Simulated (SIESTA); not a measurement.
Band structure of Mg6NbCu (Amm2, 8 atoms in the cell).

```
CELL_PARAMETERS angstrom
      4.83661     0.00000     0.00000
      0.00000     3.02627     5.40426
      0.00000    -3.02627     5.40426
ATOMIC_POSITIONS crystal
  Mg 0.00000 0.82678 0.34426
  Mg 0.00000 0.34426 0.82678
  Mg 0.00000 0.33062 0.33062
  Mg 0.50000 0.67603 0.16119
  Mg 0.50000 0.16119 0.67603
  Mg 0.50000 0.16687 0.16687
  Nb 0.50000 0.67796 0.67796
  Cu 0.00000 0.81630 0.81630
```

Level of theory: SIESTA with LDA PW92, numerical atomic orbitals TZP, PseudoDojo LDA standard norm-conserving potentials (rewritten from UPF to PSML).

Settings: XC.functional = LDA; XC.authors = PW92; potentials = PseudoDojo LDA standard; PAO.BasisSize = TZP; PAO.EnergyShift = 0.01 Ry; MeshCutoff = 350 Ry; kgrid.MonkhorstPack = 3 3 3; OccupationFunction = FD; ElectronicTemperature = 0.05 eV; MaxSCFIterations = 150; SCF.Mixer.Method = Broyden; SCF.Mixer.Weight = 0.25; SCF.Mixer.History = 8; SCF.DM.Tolerance = 1.0E-04.

The starting cell comes from a database of computed structures (which also holds hypothetical and non-ambient phases and stackings), without a prior relaxation at this level. Spin polarisation is off. Values carry the incompleteness of an atom-centred basis.

Levels in eV from the Fermi level, bands 43 to 48:
```csv
point,43,44,45,46,47,48
Γ,-1.63,-1.47,-1.16,-0.38,-0.33,-0.14
X,-0.96,-0.95,-0.73,0.56,1.00,1.09
S,-1.02,-0.70,-0.45,0.44,0.50,0.57
R,-1.82,-1.78,-1.46,-0.43,0.38,0.42
A,-2.62,-0.67,-0.23,-0.11,0.00,0.38
Z,-1.28,-1.26,-1.17,-0.63,-0.39,-0.14
Y,-1.13,-0.81,-0.18,0.19,0.39,0.55
X1,-0.96,-0.95,-0.73,0.56,1.00,1.09
A1,-2.62,-0.67,-0.23,-0.11,0.00,0.38
T,-1.89,-1.58,-1.14,-0.16,0.39,0.51
```

Bands cross the Fermi level along this path, so the cell is metallic at this level.

Higher empty bands are left out: an atom-centred basis made for the valence describes them poorly.
